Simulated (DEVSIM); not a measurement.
System: W/Al2O3/n-Ge capacitor, at 300 K.

```tsv
layer (left to right)	material	thickness (nm)	Nd (cm⁻³)
1	Al2O3	11.0	-
2	Ge	15000	1.6e15
```

Metal gate on the left, work function 4.6 eV. Fixed charge at the semiconductor interface 0 cm⁻² (in units of +e); no interface traps.

This is a model device: material constants are rounded textbook-type values typed into the input, and sizes, dopings and lifetimes were drawn at random. Values at 300 K.

| parameter | Al2O3 | Ge |
|---|---|---|
| gap (eV) | 6.8 | 0.664 |
| affinity (eV) | 1.35 | 4 |
| permittivity | 9 | 16 |
| Nc (cm⁻³) | - | 1.04e19 |
| Nv (cm⁻³) | - | 6e18 |

Model (solved in DEVSIM): 1D Poisson equation in equilibrium, Boltzmann statistics, complete ionisation; no quantum confinement or tunnelling. Metal contacts follow the ideal Schottky-Mott rule: no Fermi-level pinning, no interface dipoles.

Task: Tabulate band edges, carrier densities and field at 0.2 V on the gate.

Result: Energies count from the Fermi level of the right contact; mesh points crowd at the junctions.

```
x (μm)    Ec (eV)  Ev (eV)  n (cm⁻³)  p (cm⁻³)  field (V/cm)
--------  -------  -------  --------  --------  ------------
0.000       3.050   -3.750     < 1e2     < 1e2        -12000
0.001641    3.048   -3.752     < 1e2     < 1e2        -12000
0.004925    3.044   -3.756     < 1e2     < 1e2        -12000
0.008796    3.039   -3.761     < 1e2     < 1e2        -12000
0.01108     0.386   -0.278    3.4e12    1.3e14         -7000
0.01294     0.385   -0.279    3.6e12    1.2e14         -7000
0.01785     0.382   -0.282    4.0e12    1.1e14         -6900
0.03791     0.368   -0.296    6.8e12    6.4e13         -6500
0.08236     0.341   -0.323    1.9e13    2.3e13         -5700
0.1910      0.290   -0.374    1.4e14    3.1e12         -3800
0.4777      0.235   -0.429    1.2e15    3.7e11          -650
1.650       0.227   -0.437    1.6e15    2.7e11           ≈ 0
4.105       0.227   -0.437    1.6e15    2.7e11           ≈ 0
9.668       0.227   -0.437    1.6e15    2.7e11           ≈ 0
13.49       0.227   -0.437    1.6e15    2.7e11           ≈ 0
14.42       0.227   -0.437    1.6e15    2.7e11           ≈ 0
14.78       0.227   -0.437    1.6e15    2.7e11           ≈ 0
14.92       0.227   -0.437    1.6e15    2.7e11           ≈ 0
14.99       0.227   -0.437    1.6e15    2.7e11           ≈ 0
15.00       0.227   -0.437    1.6e15    2.7e11           ≈ 0
15.01       0.227   -0.437    1.6e15    2.7e11           ≈ 0
15.01       0.227   -0.437    1.6e15    2.7e11           ≈ 0
```
